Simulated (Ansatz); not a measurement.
Start from BaZrO₃ in the cubic perovskite structure (space group Pm-3m, No. 221; a = 4.227 Å).

Calculations: PBE (Ansatz, a program for electronic structure; PAW; 420 eV plane waves; no SOC).

Base values:

```
Quantity                          Value
-----------------------------  --------
Band gap                        3.18 eV
Width of the top valence band   0.87 eV
Smallest direct gap             3.40 eV
Pressure                       0.01 GPa
```

The change: the cell is scaled by 1.0240 in all directions; the atoms relax in the strained cell.

### Question
What does the calculation give for the band gap after the change?

### Answer
The band gap shrinks by 0.18 eV, from 3.18 eV to 3.00 eV.

### Question
Estimate the effect on the width of the top valence band.

### Answer
The width of the top valence band falls by 0.07 eV to 0.80 eV.

### Question
Estimate the effect on the energy relative to the base.

### Answer
The energy increases by 34 meV/atom.

### Question
Predict the new smallest direct gap.

### Answer
The smallest direct gap drops by 0.11 eV (3.40 eV → 3.29 eV).

### Question
How does this affect the pressure?

### Answer
The pressure shrinks by 9.094 GPa (0.01 GPa → -9.09 GPa).

Semilocal Kohn–Sham gaps tend to fall short of experiment. Stability against distortions was not tested.
